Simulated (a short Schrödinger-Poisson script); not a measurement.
## MOS inversion layer, SiO2 on p-type Si(100)

System: MOS inversion layer, SiO2 on p-type Si(100), at 300 K.

```
layer  material  thickness (nm)  Na (cm⁻³)
-----  --------  --------------  ---------
1          SiO2             3.3          -
2            Si            1600       7e16
```

The device is made up for the run: typed textbook-type constants, with dimensions and the other settings drawn at random. SiO2: permittivity 3.9, conduction-band edge (eV) 3.15, gap (eV) 9, electron mass (mₑ) 0.5. Si: permittivity 11.7, conduction-band edge (eV) 0, gap (eV) 1.124, Nv at 300 K (cm⁻³) 3.1e19.

Channel valleys (confinement mass, in-plane density-of-states mass, number): Δ2 0.916, 0.19, 2; Δ4 0.19, 0.417, 4. At the gate the conduction-band edge of layer 1 lies 3.47 eV − eVg above the Fermi level of the channel; the field vanishes at the back. Gaps are held at their typed values at every temperature. Mesh 0.03 nm at interfaces.

Solved with a short Schrödinger-Poisson script written for these runs: 1D Poisson equation in equilibrium, electrons quantum, Hartree (BenDaniel-Duke, 12 states a valley, the channel's in-plane mass for all, wave functions ending at the dielectric), parabolic valleys, classical holes, full ionisation, no traps, pinning or gate leakage.

```csv
Vg (V),electrons (cm⁻²),C (μF/cm²),Δ2 E0 (meV),Δ2 E1 (meV),Δ4 E0 (meV),Δ4 E1 (meV)
0.3,6.47e9,0.111,195.3,228.3,225.7,280.5
0.6,8.66e11,0.752,61.2,104.3,101.4,164.2
0.9,2.38e12,0.852,27.1,81.7,78.7,147.6
1.2,4.01e12,0.888,6.9,71.2,68.2,141.2
1.5,5.70e12,0.907,-8.3,64.4,61.4,137.6
1.8,7.41e12,0.919,-21.0,59.3,56.3,135.3
2.1,9.13e12,0.927,-32.4,55.1,52.1,133.5
2.4,1.09e13,0.933,-42.8,51.5,48.5,132.1
2.7,1.26e13,0.938,-52.7,48.3,45.2,131.0
```

Gate voltages with under 1e6 electrons/cm² are left out.

Subbands count from the Fermi level.
